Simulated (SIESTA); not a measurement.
Worked example: self-consistent single point of RbMnCuS2 (Imm2, 5 atoms in the cell) in SIESTA.

Level of theory: LDA PW92, numerical atomic orbitals TZP, PseudoDojo LDA standard norm-conserving potentials (rewritten from UPF to PSML) (SIESTA).

The change in words: lattice scaled by 0.98; kgrid.MonkhorstPack: 4 4 4 → 6 6 6. Reference geometry:
```xyz
5
Lattice="-1.9913 1.9913 6.8270 1.9913 -1.9913 6.8270 1.9913 1.9913 -6.8270" Properties=species:S:1:pos:R:3 pbc="T T T"
Rb     0.0000     0.0000     0.0500
Mn     1.9913     0.0000     3.4135
Cu     0.0000     1.9913     3.4135
S      0.0000     0.0000     8.8747
S      0.0000     0.0000     4.7793
```
Moments meant for the start (each program seeds them in its own way; μB, in the order of the atoms Rb Mn Cu S S): 0.0 4.0 0.0 0.0 0.0.

Reference input (self-consistent single point, DFT, LDA PW92, numerical atomic orbitals TZP, PseudoDojo LDA standard norm-conserving potentials (rewritten from UPF to PSML)): XC.functional = LDA; XC.authors = PW92; potentials = PseudoDojo LDA standard; PAO.BasisSize = TZP; PAO.EnergyShift = 0.005 Ry; MeshCutoff = 350 Ry; kgrid.MonkhorstPack = 4 4 4; OccupationFunction = FD; ElectronicTemperature = 50 meV; Spin = polarized; DM.InitSpin = [1 +0.00, 2 +4.00, 3 +0.00, 4 +0.00, 5 +0.00]; MaxSCFIterations = 150. This run's input differs from it in these lines:

```diff
@@ -14,5 +14,5 @@
 %block LatticeVectors
-    -1.991328000    1.991328000    6.827018000
-     1.991328000   -1.991328000    6.827018000
-     1.991328000    1.991328000   -6.827018000
+    -1.951501000    1.951501000    6.690478000
+     1.951501000   -1.951501000    6.690478000
+     1.951501000    1.951501000   -6.690478000
 %endblock LatticeVectors
@@ -20,7 +20,7 @@
 %block AtomicCoordinatesAndAtomicSpecies
-    -0.000000000    0.000000000    0.050001080  1
-     1.991328000    0.000000000    3.413509000  2
-     0.000000000    1.991328000    3.413509000  3
-     0.000000000   -0.000000000    8.874713779  4
-    -0.000000000    0.000000000    4.779322221  4
+     0.000000000   -0.000000000    0.049001061  1
+     1.951501000    0.000000000    3.345239000  2
+     0.000000000    1.951501000    3.345239000  3
+    -0.000000000    0.000000000    8.697219971  4
+    -0.000000000    0.000000000    4.683736029  4
 %endblock AtomicCoordinatesAndAtomicSpecies
@@ -33,5 +33,5 @@
 %block kgrid.MonkhorstPack
-    4   0   0  0.0
-    0   4   0  0.0
-    0   0   4  0.0
+    6   0   0  0.0
+    0   6   0  0.0
+    0   0   6  0.0
 %endblock kgrid.MonkhorstPack
```

The program printed (abridged):

```
        iscf     Eharris(eV)        E_KS(eV)     FreeEng(eV)     dDmax    Ef(eV) dHmax(eV)
   scf:    1    -8641.296015    -9190.740442    -9190.815532  2.963731 -1.102033114.435198
     spin moment: {S} , |S| = {        0.0        0.0    1.86150 }     1.86150
   scf:    2    -9352.206420    -9436.507921    -9436.535964  2.149050 -2.378723 28.989960
     spin moment: {S} , |S| = {        0.0        0.0    3.92828 }     3.92828
   scf:    3    -9463.486034    -9452.712613    -9452.726200  0.474035 -3.391929 11.703574
     spin moment: {S} , |S| = {        0.0        0.0    4.71076 }     4.71076
   [... lines left out ...]
     spin moment: {S} , |S| = {        0.0        0.0    4.94042 }     4.94042
   scf:   24    -9456.812251    -9456.812251    -9456.819332  0.000022 -4.024559  0.000324
     spin moment: {S} , |S| = {        0.0        0.0    4.94042 }     4.94042
   scf:   25    -9456.812251    -9456.812251    -9456.819332  0.000016 -4.024583  0.000246
     spin moment: {S} , |S| = {        0.0        0.0    4.94042 }     4.94042
   scf:   26    -9456.812251    -9456.812251    -9456.819332  0.000009 -4.024596  0.000218
     spin moment: {S} , |S| = {        0.0        0.0    4.94042 }     4.94042
SCF Convergence by DM+H criterion
max |DM_out - DM_in|         :     0.0000091216
max |H_out - H_in|      (eV) :     0.0002181751
SCF cycle converged after 26 iterations

Using DM_out to compute the final energy and forces

siesta: E_KS(eV) =            -9456.8123

siesta: E_KS - E_eggbox =     -9456.8123

siesta: Atomic forces (eV/Ang):
     1   -0.000036   -0.000024   -0.107431
     2    0.000598   -0.000576    0.055883
     3   -0.000165    0.000173    0.024247
     4   -0.000110   -0.000106   -0.197537
     5    0.000115    0.000116    0.224857
   Tot    0.000402   -0.000417    0.000018
   Max    0.224857
   Res    0.083600    sqrt( Sum f_i^2 / 3N )
   Max    0.224857    constrained

Stress tensor Voigt[x,y,z,yz,xz,xy] (kbar):       13.55       13.90       13.56        0.00        0.00       -0.17
   [... lines left out ...]
siesta: FreeEng =     -9456.819332
siesta: Cell volume =        101.918892 Ang**3
siesta:         -13.66803717        -11.56873473  kBar
   [... lines left out ...]

              0.011

mulliken: Qtot =       25.030

Mulliken Atomic Populations:
Atom #   charge [q] valence [e]      Sz [e]  Species
     1     0.323846    8.676154    0.026686  Rb
     2     0.470914   14.529086    4.362184  Mn
     3    -0.029345   19.029345    0.092626  Cu
     4    -0.398274    6.398274    0.228471  S
     5    -0.367140    6.367140    0.230450  S
 Total    -0.000000                4.940417
```

The run converged in 26 iterations. Against the reference run the free energy drops by 28.9 meV/atom, the pressure goes from -4.55 to -1.37 GPa, the largest force goes from 0.236 to 0.225 eV/Å and the size of the net moment hardly changes (1.00 to 0.99 μB/atom).

The starting cell comes from a database of computed structures (which also holds hypothetical and non-ambient phases and stackings), without a prior relaxation at this level. Its lattice was rescaled by up to half a per cent. One atom was moved a little off its site on purpose. For this run, on top of that: lattice scaled by 0.98. With one magnetic atom in the cell only a parallel order is possible. Values carry the incompleteness of an atom-centred basis.

Cost on one core of a shared machine: roughly 5 min.
